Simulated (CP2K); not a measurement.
Input and output of a self-consistent single point for SbSI2 (Pmc2_1, 8 atoms in the cell) (CP2K).

Computed with PW91, GPW, DZVP-MOLOPT-SR-GTH basis, GTH-PBE potentials (GTH_POTENTIALS) (CP2K).

```yaml
crystal:
  lattice:
    - [6.39991, 0.00000, 0.00000]
    - [0.00000, 9.17160, 0.00000]
    - [0.00000, 0.00000, 6.25406]
  atoms:
    - { symbol: Sb, position: [0.00000, 0.14488, 0.61022] }
    - { symbol: Sb, position: [0.00000, 0.85512, 0.11022] }
    - { symbol: S, position: [0.00000, 0.12129, 0.22361] }
    - { symbol: S, position: [0.00000, 0.87871, 0.72361] }
    - { symbol: I, position: [0.50000, 0.98300, 0.14227] }
    - { symbol: I, position: [0.50000, 0.01700, 0.64227] }
    - { symbol: I, position: [0.00000, 0.49778, 0.48912] }
    - { symbol: I, position: [0.00000, 0.50222, 0.98912] }
```

Reference input (self-consistent single point, DFT PBEsol, GPW, DZVP-MOLOPT-SR-GTH basis, GTH-PBE potentials (GTH_POTENTIALS)): CUTOFF = 400 Ry; REL_CUTOFF = 50 Ry; SMEAR/METHOD = MARZARI_VANDERBILT; SIGMA = 0.272 eV; KPOINTS/SCHEME = MONKHORST-PACK 4 3 4; GAMMA_CENTERED = T; XC_FUNCTIONAL = PBE:PBESOL; Sb/BASIS_SET = DZVP-MOLOPT-SR-GTH; Sb/POTENTIAL = GTH-PBE-q5; S/BASIS_SET = DZVP-MOLOPT-SR-GTH; S/POTENTIAL = GTH-PBE-q6; I/BASIS_SET = DZVP-MOLOPT-SR-GTH. This run's input differs from it in these lines:

```diff
@@ -45,5 +45,6 @@
       &XC_FUNCTIONAL
-        &PBE
-          PARAMETRIZATION PBESOL
-        &END PBE
+        &GGA_X_PW91
+        &END GGA_X_PW91
+        &GGA_C_PW91
+        &END GGA_C_PW91
       &END XC_FUNCTIONAL
```

The program printed (abridged):

```
 SCF WAVEFUNCTION OPTIMIZATION

  Step     Update method      Time    Convergence         Total energy    Change
     1 NoMix/Diag. 0.30E+00      -     0.55133040       -77.5791709636 -7.76E+01
     2 Broy./Diag. 0.30E+00      -     0.07565127       -76.9261500854  6.53E-01
     3 Broy./Diag. 0.30E+00      -     0.19540878       -77.3530934813 -4.27E-01
     4 Broy./Diag. 0.30E+00      -     0.03247250       -77.7087179485 -3.56E-01
     5 Broy./Diag. 0.30E+00      -     0.04408577       -77.4786855472  2.30E-01
     6 Broy./Diag. 0.30E+00      -     0.01252244       -77.4867192615 -8.03E-03
   [... 14 lines left out ...]
    21 Broy./Diag. 0.30E+00      -     0.00000043       -77.4150291335 -1.16E-06
    22 Broy./Diag. 0.30E+00      -     0.00000035       -77.4150315739 -2.44E-06
    23 Broy./Diag. 0.30E+00      -     0.00000026       -77.4150328372 -1.26E-06
    24 Broy./Diag. 0.30E+00      -     0.00000004       -77.4150332794 -4.42E-07
  *** SCF run converged in    24 steps ***

  Overlap energy of the core charge distribution:               0.00000000353300
  Self energy of the core charge distribution:               -170.99862256801552
  Core Hamiltonian energy:                                     35.52513368615104
  Hartree energy:                                              74.35772757056857
  Exchange-correlation energy:                                -16.29624995382222
  Smearing free energy correction:                             -0.00302201736422
  Fermi energy:                                                 0.04675444471750

  Total energy:                                               -77.41503327935311

                     Mulliken Population Analysis

 #  Atom  Element  Kind  Atomic population                           Net charge
   [... lines left out ...]

 STRESS| Analytical stress tensor [bar]
 STRESS|                        x                   y                   z
 STRESS|      x        3.74162196863E+03   1.87322307475E-07   1.90108028247E-07
 STRESS|      y        1.87322307475E-07   1.41363708842E+04   2.22572479230E+00
 STRESS|      z        1.90108028247E-07   2.22572479230E+00   1.14980571896E+04
 STRESS| 1/3 Trace                                             9.79201668080E+03
```

The run converged in 24 iterations. Against the reference run the pressure goes from 0.12 to 0.98 GPa and the largest force goes from 0.465 to 0.495 eV/Å.

The starting cell comes from a database of computed structures (which also holds hypothetical and non-ambient phases and stackings), without a prior relaxation at this level. Values carry the incompleteness of an atom-centred basis. The potentials were made for another functional than the one used. The run gives no clean gap (levels at the Fermi energy touch, overlap or are partly filled at this smearing), which alone does not show that the compound is a metal.

Cost on one core of a shared machine: roughly 60 s.
